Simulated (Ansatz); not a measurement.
# What Pb on a S site, symmetric start does to TiS2

Take a 9-atom supercell of TiS2 in the CdI2 type structure (space group P-3m1, No. 164; a = 3.360 Å, c = 5.523 Å; layered, stacked along the Cartesian z axis) at its relaxed geometry as the base.

Modification: a neutral Pb on a S site, symmetric start, atoms relaxed at fixed cell.

Level of theory: Ansatz (an electronic-structure program) PBE-D3(BJ), spin-orbit coupling left out, earlier PAW set. Settings: 8×8×8 k-points, 0.05 eV Fermi–Dirac smearing.

The pressure goes from zero to 1.5 GPa and the energy gained by relaxation comes out as 3.02 eV. The largest displacement of a host atom from its site in the perfect cell is 0.21 Å and the shift of the substituted atom off its lattice site comes out as 0.66 Å.

In so small a cell the defect repeats every few ångströms: this is an ordered compound, not a dilute defect. The defect started on the symmetric site and kept its symmetry, so it may sit on a saddle. The final runs are not spin-polarised. The defect cell is not spin-polarised.
